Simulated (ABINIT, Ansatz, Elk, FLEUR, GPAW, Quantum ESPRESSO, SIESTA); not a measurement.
One structure in several programs: Cu (Fm-3m, 1 atom in the cell)

Self-consistent single point, at a second geometry (lattice scaled by 0.98). First geometry:

```yaml
crystal:
  lattice:
    - [0.00000, 1.77655, 1.77655]
    - [1.77655, 0.00000, 1.77655]
    - [1.77655, 1.77655, 0.00000]
  atoms:
    - { symbol: Cu, position: [0.00000, 0.00000, 0.00000] }
```

Shared settings, as Ansatz (a first-principles code) writes them: kpoints.mp_grid.grid = 21 21 21; scf.occupations.method = fermi_dirac; scf.occupations.width = 0.1 eV. Potentials and cutoffs stand in the table.

| code | model | ΔF from the first geometry (meV/atom) | pressure (GPa) | cutoff |
|---|---|---|---|---|
| ABINIT | PBE, PAW (JTH v2.0 PBE PAW) | 69.5 | 23.28 | 816 eV |
| FLEUR | PBE, all-electron FLAPW (FLEUR), scalar-relativistic valence | 65.7 | – | Kmax 3.7 1/bohr |
| Ansatz | PBE, default PAW files | 69.6 | 23.82 | default |
| GPAW | PBE, GPAW PAW datasets PBE (gpaw-data 1.0.1) | 78.4 | 25.62 | 850 eV |
| Elk | PBE, all-electron FP-LAPW, Elk's shipped species files, APW+lo basis with extra local orbitals | 68.9 | – | rgkmax 7.5 |
| Quantum ESPRESSO | PBE, PSlibrary ultrasoft (PBE) pseudopotentials | 75.1 | 23.98 | 50 Ry |
| SIESTA | GGA PBE, numerical atomic orbitals DZP, PseudoDojo PBE standard norm-conserving potentials (rewritten from UPF to PSML) | 37.6 | 14.84 | grid 300 Ry |

For ABINIT (by 0.5 GPa), GPAW (by 0.5 GPa) and Quantum ESPRESSO (by 1.4 GPa) the energy change implies a higher mean pressure, against the two pressures, than for the other programs: a sign of finite-basis (Pulay) stress.

A dash marks a value that a program does not give, or that is left out as unsure.

On Ansatz's run: spin polarisation is off.

The spread over the programs that give each value: ΔF from the first geometry within 40.8 meV/atom; pressure within 10.78 GPa.

SIESTA uses small atom-centred bases, whose incompleteness enters pressures, forces and empty levels differently from a plane-wave cutoff. FLEUR and Elk treat all electrons, but the usual bases taken here (sphere radii, linearisation, local orbitals, empty states) were not tested for convergence, so the values are no reference for the others. Ansatz's pressure is given at a fixed set of plane waves, as the other plane-wave codes print theirs; with its correction for the finite basis it is 23.99 GPa. In the pressure, GPAW (by 1.72) and SIESTA (by 9.06) lie more than 1 GPa from the median of the plane-wave programs.

The starting cell comes from a database of computed structures (which also holds hypothetical and non-ambient phases and stackings), without a prior relaxation at this level. Its lattice was rescaled by a random factor within 2.5 % of one. For this run, on top of that: lattice scaled by 0.98.

Keys are those of Ansatz 0.2.
